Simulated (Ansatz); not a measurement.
# Effect of uniaxial strain ε_zz = −3.00 % on BN

The reference is BN (space group P6_3/mmc, No. 194; a = 2.5005 Å, c = 6.4117 Å; layered, stacked along the Cartesian z axis). Axes: x lies along a and z along c of the hexagonal cell.

Perturbation: the cell is compressed by 3.00 % along z with no lateral relaxation; the atoms relax in the strained cell.

Calculations: Ansatz (a program for electronic structure), PBEsol-D3(BJ), PAW, cutoff 420 eV, spin-orbit coupling left out. Settings: 15×15×5 k-points, 0.05 eV Fermi–Dirac smearing.

* **Volume per atom**: 8.42 Å³ (base 8.68 Å³)
* **Space group**: P6_3/mmc (No. 194) (base P6_3/mmc (No. 194))
* **Energy relative to the base (free energy F)**: +0.9 meV/atom
* **Pressure (mean of the normal stresses, compression positive)**: 4.3 kbar (base 0.0 kbar)
* **Band gap**: 4.02 eV (base 4.08 eV)
* **Smallest direct gap**: 4.38 eV (base 4.49 eV)
* **Stress (xx, yy, zz, yz, xz, xy; compression positive)**: (0.05, 0.05, 1.19, 0.00, 0.00, 0.00) GPa

No phonon test of stability was made.
